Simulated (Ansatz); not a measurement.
**A self-consistent single point of LaNi2B2C (I4/mmm, 6 atoms in the cell) with Ansatz (a quantum-chemistry and plane-wave program)**

Method: LDA (PW92), default PAW files made with PBE (plane waves; Ansatz).

Input as run:

Ansatz 0.2 input:
```yaml
crystal:
  lattice:
    - [-1.879759, 1.879759, 4.884649]
    - [1.879759, -1.879759, 4.884649]
    - [1.879759, 1.879759, -4.884649]
  atoms:
    - { symbol: La, position: [0.000000, 0.000000, 0.000000] }
    - { symbol: Ni, position: [0.750000, 0.250000, 0.500000] }
    - { symbol: Ni, position: [0.250000, 0.750000, 0.500000] }
    - { symbol: B, position: [0.348130, 0.348130, 0.000000] }
    - { symbol: B, position: [0.651870, 0.651870, 0.000000] }
    - { symbol: C, position: [0.500000, 0.500000, 0.000000] }
basis:
  ecutwfc: 420.0 eV
kpoints:
  mp_grid:
    grid: [12, 12, 12]
hamiltonian:
  xc: lda
  pseudopotentials:
    kind: paw
scf:
  occupations:
    method: fermi_dirac
    width: 0.1 eV
output:
  forces: true
  eigenvalues: true
  stress: true
```

Output, abridged:

```
WARN ansatz: RAYON_NUM_THREADS=1 ignored (pool sized by the plan → 1); use --threads N
basis.fft_grid_basis auto: the FFT boxes are laid along the combinations [[1, 0, 1], [0, 1, 1], [0, 0, 1]] of the cell's own vectors, 3.760, 3.760 and 5.561 Å …
Pseudopotentials: kind: paw
Pseudopotential: La, paw, valence charge 11
Pseudopotential: Ni, paw, valence charge 18
Pseudopotential: B, paw, valence charge 3
Pseudopotential: C, paw, valence charge 4
Crystal: 6 atoms, lattice volume = 69.040 Å³
Basis set: ecut = 420 eV, 1357 PW (Γ), FFT grids on a1+a3, a2+a3, a3
Bands: 35, of which v1, the nominal top of the filled ones, is band 29 counted from 1 (28 counted from 0)
Symmetry: 16 space group operations
Space group: I4/mmm (ITA 139), of the structure as read, at distance tolerance 4.1e-5 Å
k-points: 163 of 1728
PAW frozen core: La, regenerated for the run's functional, and the local potential with it
PAW frozen core: Ni, regenerated for the run's functional, and the local potential with it
PAW frozen core: B, regenerated for the run's functional, and the local potential with it
PAW frozen core: C, regenerated for the run's functional, and the local potential with it
Initial density: superposition of atomic densities (neutral atoms: chi_scale 0, normalization atom), corrected by the library's trained network
Initial wavefunctions: pseudopotential atomic-orbital guess
Eigensolver: davidson
Functional: x = slater, c = lda
SCF iter   1: F=—  HF=-18168.286628 eV  |F-HF|=—  |Δ(HF+E_count)|=         —  Δρ=7.14e-3  dr2=4.94e-2  ethr=1.77e-3  ⟨swp⟩=5.1  Hψ=21036  notcnv=0
all-band conjugate gradients solve this SCF's bands
preconditioner: auto → Kerker (q_TF=auto, 2.643 Å⁻¹)
SCF iter   2: F=—  HF=-18168.277869 eV  |F-HF|=—  |Δ(HF+E_count)|=   8.76e-3  Δρ=4.14e-3  dr2=1.87e-2  ethr=8.67e-5  ⟨swp⟩=2.0  Hψ=12702  notcnv=0
SCF iter   3: F=—  HF=-18168.274102 eV  |F-HF|=—  |Δ(HF+E_count)|=   3.77e-3  Δρ=7.31e-4  dr2=3.12e-4  ethr=3.27e-5  ⟨swp⟩=2.0  Hψ=8959  notcnv=0
SCF iter   4: F=—  HF=-18168.274051 eV  |F-HF|=—  |Δ(HF+E_count)|=   5.07e-5  Δρ=3.61e-4  dr2=9.84e-5  ethr=5.47e-7  ⟨swp⟩=2.0  Hψ=10366  notcnv=0
SCF iter   5: F=—  HF=-18168.274038 eV  |F-HF|=—  |Δ(HF+E_count)|=   1.37e-5  Δρ=1.35e-4  dr2=1.01e-5  ethr=1.73e-7  ⟨swp⟩=2.0  Hψ=7452  notcnv=0
SCF iter   6: F=—  HF=-18168.274036 eV  |F-HF|=—  |Δ(HF+E_count)|=   1.58e-6  Δρ=6.06e-5  dr2=2.93e-6  ethr=1.77e-8  ⟨swp⟩=2.0  Hψ=8802  notcnv=0
SCF iter   7: F=—  HF=-18168.274036 eV  |F-HF|=—  |Δ(HF+E_count)|=   3.18e-7  Δρ=1.92e-5  dr2=3.71e-7  ethr=5.15e-9  ⟨swp⟩=1.8  Hψ=7337  notcnv=0
SCF iter   8: F=-18168.274036 eV  HF=-18168.274036 eV  |F-HF|=1.40e-8  |Δ(HF+E_count)|=   7.93e-8  Δρ=3.60e-6  dr2=1.42e-8  ethr=1.75e-10  ⟨swp⟩=6.8  Hψ=25307  notcnv=0
SCF 1 converged in 8 iterations: F = -18168.274036 eV  dr2 = 1.42e-8
SCF converged after 8 iterations
Free energy (F): -18168.274036 eV
Harris-Foulkes:  -18168.274036 eV  (|F-HF|=1.40e-8)
Internal energy: -18168.201101 eV  (E = F + TS)
E sigma→0 (E₀):  -18168.237568 eV
Entropy (-TS):   -0.072934 eV (-12.156 meV/atom)
Fermi energy:    14.485552 eV
--- Per-component energies (eV) ---
  E_band       = -626.982250
  E_kinetic    = 951.959181
  E_local      = -9693.899672  (includes V_loc(G=0)·N_el)
  E_nonlocal   = 1430.012002
  E_hartree    = 4163.085086
  E_xc         = -422.049983
  E_vxc        = -505.570815  (∫ρ·V_xc dr)
  E_paw        = -8609.009856  (= ΣΔE_a)
  E_vpaw       = -1135.648695  (= ΣTr[D̂ρ^β])
  E_aug_tail   = 0.000880  (compensation charges beyond the density's cutoff)
  E_ewald      = -5989.644199
  E_core_change = 1.345458  (= ΣΔE_core)
  E_smearing   = -0.072934  (= −TS)
  E_closure    = 0.000000  (closes the sum)
  Σ components = -18168.274036   (vs F -18168.274036, Δ=0.00e0)
--- Forces (eV/Å), atoms counted from 1 ---
  atom   1  La     0.00000000     0.00000000     0.00000000
  atom   2  Ni     0.00000000     0.00000000     0.00000000
  atom   3  Ni     0.00000000     0.00000000     0.00000000
  atom   4  B      0.00000000     0.00000000    -0.18123359
  atom   5  B     -0.00000000     0.00000000     0.18123359
  atom   6  C     -0.00000000     0.00000000     0.00000000
  max |Σ_I F_I| component: 1.73e-18 eV/Å
--- Stress (GPa, compression-positive) ---
       -6.498110       0.000000       0.000000
        0.000000      -6.498110       0.000000
        0.000000      -0.000000      -5.636257
  P = ⅓ Tr σ = -6.2108 GPa (-62.108 kbar)
  The stress holds the Pulay correction. Without it, at fixed plane waves, as pw.x and ABINIT print it: P = -6.4029 GPa
--- Band table (eV; the first three rows and the last of 163) ---
  k-point 0: bands = ["-88.0635", "-88.0538", "-48.9771", "-48.9771", "-48.9236", "-48.9236", "-48.7801", "-48.7690", "-17.3542", "-1.3415", "-0.9264", "-0.9264", "1.6495", "6.2106", "6.4215", "9.9243", "10.6823", "10.6823", "11.2806", "12.0267", [...]
  k-point 1: bands = ["-88.0631", "-88.0541", "-48.9776", "-48.9732", "-48.9276", "-48.9232", "-48.7797", "-48.7694", "-17.3429", "-1.3201", "-1.1393", "-0.9856", "1.9725", "6.3347", "6.3595", "9.9719", "10.3593", "10.7139", "11.3699", "11.7037", [...]
  k-point 2: bands = ["-88.0622", "-88.0550", "-48.9787", "-48.9625", "-48.9386", "-48.9223", "-48.7787", "-48.7704", "-17.3121", "-1.5150", "-1.2634", "-1.1428", "2.5707", "6.2280", "6.6640", "9.7545", "10.1212", "10.8136", "10.9429", "11.5120", [...]
  k-point 162: bands = ["-88.0635", "-88.0538", "-48.9772", "-48.9772", "-48.9236", "-48.9236", "-48.7801", "-48.7690", "-17.3498", "-1.5720", "-0.9254", "-0.9254", "1.8936", "5.3212", "8.8240", "9.1214", "10.8026", "10.8026", "11.1121", "11.1121", [...]
```

The run converged in 8 iterations.

The starting cell comes from a database of computed structures (which also holds hypothetical and non-ambient phases and stackings), without a prior relaxation at this level. Its lattice was rescaled by up to half a per cent. Spin polarisation is off. With a pressure of about -6 GPa the cell is away from its equilibrium volume at this level. Ansatz's pressure includes its estimate of the finite-basis (Pulay) stress.
